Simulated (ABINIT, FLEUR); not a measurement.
A FLEUR input for a self-consistent single point of BaZrO3 (Pm-3m, 5 atoms in the cell) (DFT, PBEsol, all-electron FLAPW (FLEUR), scalar-relativistic valence):

Input of the input generator:

```
BaZrO3 crystal
&input film=f /
7.9602634301 0.0000000000 0.0000000000
0.0000000000 7.9602634301 0.0000000000
0.0000000000 0.0000000000 7.9602634301
1.0
1.0 1.0 1.0

5
56 0.0000000000 0.0000000000 0.0000000000
40 0.5000000000 0.5000000000 0.5000000000
8 0.5000000000 0.0000000000 0.5000000000
8 0.0000000000 0.5000000000 0.5000000000
8 0.5000000000 0.5000000000 0.0000000000

&comp jspins=1 /
&exco xctyp='PBEs' /
&kpt div1=8 div2=8 div3=8 gamma=t /
&end /
```

```xml
<?xml version="1.0" encoding="UTF-8" standalone="no"?>
<fleurInput fleurInputVersion="0.39">
   <comment>
      BaZrO3 crystal                                                                                      
   </comment>
   <calculationSetup>
      <cutoffs Kmax="4.6" Gmax="13.8" GmaxXC="13.8" numbands="0"/>
      <scfLoop itmax="60" minDistance="0.00001" maxIterBroyd="99" imix="Anderson" alpha="0.05" precondParam="0.0" spinf="2.0"/>
      <coreElectrons ctail="T" frcor="F" kcrel="0" coretail_lmax="0"/>
      <xcFunctional name="PBEs" relativisticCorrections="F"/>
      <magnetism jspins="1"/>
      <soc l_soc="F" theta="0.0" phi="0.0" spav="F"/>
      <expertModes spex="0" secvar="F"/>
      <geometryOptimization l_f="T" forcealpha="1.0" forcemix="BFGS" epsdisp="0.00001" epsforce="0.00001"/>
      <ldaU l_linMix="F" mixParam="0.05" spinf="1.0"/>
   </calculationSetup>
   <cell>
      <bzIntegration valenceElectrons="40.0" mode="hist" fermiSmearingEnergy="0.00183747">
         <kPointListSelection listName="default-1"/>
         <!-- k-points included here -->
         <xi:include xmlns:xi="http://www.w3.org/2001/XInclude" href="kpts.xml"> </xi:include>
      </bzIntegration>
      <!-- symmetry operations included here -->
      <xi:include xmlns:xi="http://www.w3.org/2001/XInclude" href="sym.xml"> </xi:include>
      <bulkLattice scale="1.0">
         <bravaisMatrix>
            <row-1>    7.9602634301000004     0.0000000000000000     0.0000000000000000</row-1>
            <row-2>    0.0000000000000000     7.9602634301000004     0.0000000000000000</row-2>
            <row-3>    0.0000000000000000     0.0000000000000000     7.9602634301000004</row-3>
         </bravaisMatrix>
      </bulkLattice>
   </cell>
   <atomSpecies>
      <species name="Barium (Ba)" element="Ba" atomicNumber="56">
         <mtSphere radius="2.63" gridPoints="925" logIncrement="0.014"/>
         <atomicCutoffs lmax="10" lnonsphr="8"/>
         <electronConfig flipSpins="F">
            <coreConfig>(1s1/2) (2s1/2) (2p1/2) (2p3/2) (3s1/2) (3p1/2) (3p3/2) (4s1/2) (3d3/2) (3d5/2) (4p1/2) (4p3/2) (4d3/2) (4d5/2)</coreConfig>
            <valenceConfig>(5s1/2) (5p1/2) (5p3/2) (6s1/2)</valenceConfig>
         </electronConfig>
         <energyParameters s="6" p="6" d="5" f="4"/>
         <lo type="SCLO" l="0" n="5" eDeriv="0"/>
         <lo type="SCLO" l="1" n="5" eDeriv="0"/>
      </species>
      <species name="Zirconium (Zr)" element="Zr" atomicNumber="40">
         <mtSphere radius="2.33" gridPoints="819" logIncrement="0.015"/>
         <atomicCutoffs lmax="10" lnonsphr="8"/>
         <electronConfig flipSpins="F">
            <coreConfig>(1s1/2) (2s1/2) (2p1/2) (2p3/2) (3s1/2) (3p1/2) (3p3/2) (3d3/2) (3d5/2)</coreConfig>
            <valenceConfig>(4s1/2) (4p1/2) (4p3/2) (5s1/2) (4d3/2) (4d5/2)</valenceConfig>
            <stateOccupation state="(4d3/2)" spinUp="0.4" spinDown="0.4"/>
            <stateOccupation state="(4d5/2)" spinUp="0.6" spinDown="0.6"/>
         </electronConfig>
         <energyParameters s="5" p="5" d="4" f="4"/>
         <lo type="SCLO" l="0" n="4" eDeriv="0"/>
         <lo type="SCLO" l="1" n="4" eDeriv="0"/>
      </species>
      <species name="Oxygen (O)" element="O" atomicNumber="8">
         <mtSphere radius="1.31" gridPoints="463" logIncrement="0.023"/>
         <atomicCutoffs lmax="6" lnonsphr="4"/>
         <electronConfig flipSpins="F">
            <coreConfig>(1s1/2)</coreConfig>
            <valenceConfig>(2s1/2) (2p1/2) (2p3/2)</valenceConfig>
            <stateOccupation state="(2p1/2)" spinUp="0.6666666666667" spinDown="0.6666666666667"/>
            <stateOccupation state="(2p3/2)" spinUp="1.3333333333333" spinDown="1.3333333333333"/>
         </electronConfig>
         <energyParameters s="2" p="2" d="3" f="4"/>
      </species>
   </atomSpecies>
   <atomGroups>
      <atomGroup species="Barium (Ba)">
         <relPos label="                   1">.0000000000 .0000000000 .0000000000</relPos>
         <force calculate="T" relaxXYZ="TTT"/>
      </atomGroup>
      <atomGroup species="Zirconium (Zr)">
         <relPos label="                   2">1.000/2.000 1.000/2.000 1.000/2.000</relPos>
         <force calculate="T" relaxXYZ="TTT"/>
      </atomGroup>
      <atomGroup species="Oxygen (O)">
         <relPos label="                   3">1.000/2.000 .0000000000 1.000/2.000</relPos>
         <relPos label="                   4">.0000000000 1.000/2.000 1.000/2.000</relPos>
         <relPos label="                   5">1.000/2.000 1.000/2.000 .0000000000</relPos>
         <force calculate="T" relaxXYZ="TTT"/>
      </atomGroup>
   </atomGroups>
   <output dos="F" band="F" slice="F">
      <checks vchk="F" cdinf="F"/>
      <bandDOS minEnergy="-.5*Htr" maxEnergy="0.5*Htr" sigma="0.015" storeEVData="T"/>
      <vacuumDOS vacdos="F" integ="F" star="F" nstars="0" locx1="0.0" locy1="0.0" locx2="0.0" locy2="0.0" nstm="0" tworkf="0.0"/>
      <unfoldingBand unfoldBand="F" supercellX="1" supercellY="1" supercellZ="1"/>
      <plotting iplot="0" polar="F">
         <plot TwoD="T" vec1="  1.0  0.0  0.0" vec2="  0.0  1.0  0.0" vec3="  0.0  0.0  1.0" zero="  0.0  0.0  0.0" file="plot"/>
      </plotting>
      <chargeDensitySlicing numkpt="0" minEigenval="0.0" maxEigenval="0.0" nnne="0" pallst="F"/>
      <specialOutput eonly="F"/>
      <magneticCircularDichroism mcd="F" energyLo="-10.0" energyUp="0.0"/>
   </output>
  <!-- We include the file relax.xml here to enable relaxations (see documentation) -->
  <xi:include xmlns:xi="http://www.w3.org/2001/XInclude" href="relax.xml"> <xi:fallback/> </xi:include>
</fleurInput>
```

**Question.** Write the same calculation as an input for ABINIT.

**Answer.** One input that does it (others would too):

```
# BaZrO3, PseudoDojo nc-sr-04 PBEsol standard
pp_dirpath "./"
pseudos "Ba.upf, Zr.upf, O.upf"
acell 7.9602634301 7.9602634301 7.9602634301
rprim
         1.0000000000    0.0000000000    0.0000000000
         0.0000000000    1.0000000000    0.0000000000
         0.0000000000    0.0000000000    1.0000000000
natom 5
ntypat 3
znucl 56 40 8
typat 1 2 3 3 3
xcart
         0.0000000000    0.0000000000    0.0000000000
         3.9801317151    3.9801317151    3.9801317151
         3.9801317151    0.0000000000    3.9801317151
         0.0000000000    3.9801317151    3.9801317151
         3.9801317151    3.9801317151    0.0000000000
ecut 1143 eV
occopt 3
tsmear 0.05 eV
nband 27
kptopt 1
ngkpt 8 8 8
nshiftk 1
shiftk 0 0 0
nstep 100
tolvrs 1.0e-11
prtwf 0
prtden 0
```

Basis settings and potentials, where a program has them, do not carry over. This input uses DFT, PBEsol, plane waves, norm-conserving pseudopotentials (PseudoDojo nc-sr-04 PBEsol standard). Both were run: gap on the mesh 3.138 eV in FLEUR and 3.130 in ABINIT.

On FLEUR: the starting cell comes from a database of computed structures (which also holds hypothetical and non-ambient phases and stackings), without a prior relaxation at this level. Values depend on the basis (sphere radii, cutoffs, local orbitals), which need not be converged.

On ABINIT: the starting cell comes from a database of computed structures (which also holds hypothetical and non-ambient phases and stackings), without a prior relaxation at this level. With a pressure of about -4 GPa the cell is away from its equilibrium volume at this level.
